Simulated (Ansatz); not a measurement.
Quick settings and what they miss: Zr₆CoSn₂ (P-62m, 9 atoms in the cell)

Self-consistent single point.

```
CELL_PARAMETERS angstrom
      8.00450     0.00000     0.00000
     -4.00225     6.93210     0.00000
      0.00000     0.00000     3.50653
ATOMIC_POSITIONS crystal
  Zr 0.23964 0.00000 0.50000
  Zr 0.76036 0.76036 0.50000
  Zr 0.00000 0.23964 0.50000
  Zr 0.60300 0.00000 0.00000
  Zr 0.39700 0.39700 0.00000
  Zr 0.00000 0.60300 0.00000
  Co 0.00000 0.00000 0.00000
  Sn 0.33333 0.66667 0.50000
  Sn 0.66667 0.33333 0.50000
```

Level of theory: LDA (PW92), default PAW files made with PBE (plane waves; Ansatz, a quantum-chemistry and plane-wave program).

Base settings: basis.ecutwfc = 420 eV; kpoints.mp_grid.grid = 4 4 8; hamiltonian.xc = lda; hamiltonian.pseudopotentials = {kind: paw} (the program's default PAW files); scf.occupations.method = cold; scf.occupations.width = 0.136 eV.

Tight run (finer mesh or higher cutoff; not a proven limit): basis.ecutwfc: 420 eV → 590 eV; kpoints.mp_grid.grid: 4 4 8 → 6 6 11; scf.convergence.dr2_threshold: default (1e-07 eV) → 1e-09 eV. It gave Fermi level (on the code's own zero) 13.68 eV; pressure -7.68 GPa; largest force (vector length) 0.166 eV/Å.

Quick runs, as changes from the base:
- A: the base itself
- B: basis.ecutwfc: 420 eV → 210 eV; kpoints.mp_grid.grid: 4 4 8 → 2 2 2; hamiltonian.xc: lda → pbesol; scf.occupations.method: cold → methfessel_paxton; scf.occupations.width: 0.136 eV → 0.272 eV [PBEsol]
- C: basis.ecutwfc: 420 eV → 250 eV; kpoints.mp_grid.grid: 4 4 8 → 1 1 1
- D: basis.ecutwfc: 420 eV → 210 eV; kpoints.mp_grid.grid: 4 4 8 → 4 4 4
- E: kpoints.mp_grid.grid: 4 4 8 → 4 4 4; hamiltonian.xc: lda → pbesol [PBEsol]

Energies are extrapolated to zero smearing width, which holds to low order in the width alone.

Dashes: energy of B, E, another energy zero.

† marks runs with another functional, U, potentials or spin treatment: their distance from the tight run is not a convergence error alone.

The count of work is k-points × plane waves × bands × iterations; it is no time. 

Pressures in the table are Ansatz's without its Pulay estimate, at a fixed set of plane waves; the tight run's value above holds the estimate.

The starting cell comes from a database of computed structures (which also holds hypothetical and non-ambient phases and stackings), without a prior relaxation at this level. Its lattice was rescaled by a random factor within 2.5 % of one. Spin polarisation is off. In the base run, with a pressure of about -8 GPa the cell is away from its equilibrium volume at this level.

| run | energy less tight (meV/atom) | pressure less tight (GPa) | largest miss in a force vector (eV/Å) | count of work / tight |
|---|---|---|---|---|
| A | 0.3 | -0.01 | 0.015 | 0.26 |
| B† | – | -112.73 | 0.469 | 0.021 |
| C | 748.3 | -29.03 | 1.213 | 0.0075 |
| D | 3100.9 | -114.67 | 0.229 | 0.063 |
| E† | – | 3.00 | 0.142 | 0.13 |

Among the runs at the tight run's level, the energy misses run from 0.3 to 3100.9 meV/atom.

Left out of this page: 1 run of the series outside the window shown, repeating another row's setting, or not comparable.

Keys are those of Ansatz 0.2.
